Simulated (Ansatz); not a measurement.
**Pressure series in NiSi**

Base system: NiSi (space group Pnma, No. 62; non-magnetic).

```yaml
crystal:
  lattice:
    - [5.18989, 0.00000, 0.00000]
    - [0.00000, 3.35046, 0.00000]
    - [0.00000, 0.00000, 5.62404]
  atoms:
    - { symbol: Ni, position: [0.50794, 0.25000, 0.68823] }
    - { symbol: Ni, position: [0.00794, 0.25000, 0.81177] }
    - { symbol: Ni, position: [0.49206, 0.75000, 0.31177] }
    - { symbol: Ni, position: [0.99206, 0.75000, 0.18823] }
    - { symbol: Si, position: [0.67922, 0.25000, 0.08277] }
    - { symbol: Si, position: [0.17922, 0.25000, 0.41723] }
    - { symbol: Si, position: [0.32078, 0.75000, 0.91723] }
    - { symbol: Si, position: [0.82078, 0.75000, 0.58277] }
```

Cell and atoms are relaxed at each pressure.

The values are results of PBE (Ansatz, a first-principles code; PAW; 420 eV plane waves; without spin-orbit coupling), not measurements.

Notes on the quantities. enthalpy: H = E + PV relative to the base's energy.

```tsv
change	density	shortest interatomic distance	enthalpy
base	5.89 g/cm³	2.288 Å	–
pressure −2 GPa	5.82 g/cm³	2.294 Å	-0.15 eV/atom
pressure −1 GPa	5.86 g/cm³	2.291 Å	-0.08 eV/atom
pressure 0.3 GPa	5.90 g/cm³	2.287 Å	+0.02 eV/atom
pressure 0.7 GPa	5.92 g/cm³	2.285 Å	+0.05 eV/atom
pressure 1.5 GPa	5.95 g/cm³	2.283 Å	+0.11 eV/atom
pressure 3 GPa	6.00 g/cm³	2.278 Å	+0.23 eV/atom
pressure 5 GPa	6.06 g/cm³	2.272 Å	+0.38 eV/atom
pressure 7.5 GPa	6.14 g/cm³	2.265 Å	+0.56 eV/atom
pressure 10 GPa	6.22 g/cm³	2.259 Å	+0.74 eV/atom
```

Load acts through the strain it causes; cell and atoms are relaxed under it. Stability against distortions was not tested. No other phases were tried under pressure. Seeded moments were not kept for the base. All final runs are without spin polarisation.
